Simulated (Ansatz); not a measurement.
Base system: MgF$_{2}$ in the rutile structure (space group P4_2/mnm, No. 136; a = 4.626 Å, c = 3.049 Å).

Perturbation: a hydrostatic pressure of 7 GPa.

Calculations: r2SCAN (Ansatz, a first-principles code; PAW; 500 eV plane waves; no SOC), earlier PAW set.

Base, band edges from the VBM (valence, conduction): A -0.48, 14.30; M -0.78, 12.24; R -0.67, 13.81; X -0.38, 10.49; Z -0.86, 12.90; Γ 0.00, 8.06 eV.

Question: Give the band edges at the high-symmetry points of the new zone, measured from its valence-band maximum.

Answer: 
```tsv
point	valence edge (eV)	conduction edge (eV)
Γ	0.00	8.48
X	-0.40	10.98
M	-0.86	12.68
Z	-0.93	13.40
R	-0.73	14.29
A	-0.50	14.65
```

The gap is 8.48 eV, direct at Γ.

Load acts through the strain it causes; cell and atoms are relaxed under it. Whether these cells are dynamically stable was not tested. Competing high-pressure phases were not computed.
